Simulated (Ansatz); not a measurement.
Start from Ge in the diamond structure (space group Fd-3m, No. 227; a = 5.675 Å). Axes: x, y, z lie along the cube axes.

Calculations: Ansatz (a program for electronic structure), r2SCAN, PAW, cutoff 500 eV, without spin-orbit coupling.

Strains are applied to the cell and any free atomic positions relax; under biaxial strain the out-of-plane vector relaxes too.

One change was made to it. Results:

| quantity | base | after |
|---|---|---|
| band gap | 0.36 eV | zero |
| energy relative to the base (free energy F) | 0 meV/atom | +4.4 meV/atom |
| pressure (mean of the normal stresses, compression positive) | 0.0 GPa | -1.3 GPa |
| volume per atom | 22.84 Å³ | 23.30 Å³ |

Task: Name the change that was made.
A) isotropic strain −0.27 %
B) biaxial strain +1.53 %, plane normal [001], relaxed out of plane
C) biaxial strain +3.67 %, plane normal [110], relaxed out of plane
D) biaxial strain −2.08 %, plane normal [111], relaxed out of plane
E) uniaxial strain ε_xx = +4.28 %

Result: B, biaxial strain +1.53 %, plane normal [001], relaxed out of plane. For comparison, the energy relative to the base in the other runs: uniaxial strain ε_xx = +4.28 % gives +16 meV/atom; isotropic strain −0.27 % gives +0.3 meV/atom; biaxial strain −2.08 %, plane normal [111], relaxed out of plane gives +12 meV/atom; biaxial strain +3.67 %, plane normal [110], relaxed out of plane gives +30 meV/atom.

A biaxial case was relaxed in a doubled cell and then solved in the primitive one. The mesh was chosen for an insulator and is coarse for the gapless case. No phonon test of stability was made. Gaps under 0.05 eV, about the width of the smearing, are given as zero. A zero or small gap of Ge under biaxial strain +1.53 %, plane normal [001], relaxed out of plane, Ge under uniaxial strain ε_xx = +4.28 % and Ge under biaxial strain +3.67 %, plane normal [110], relaxed out of plane can be the functional's error rather than a property of the material.
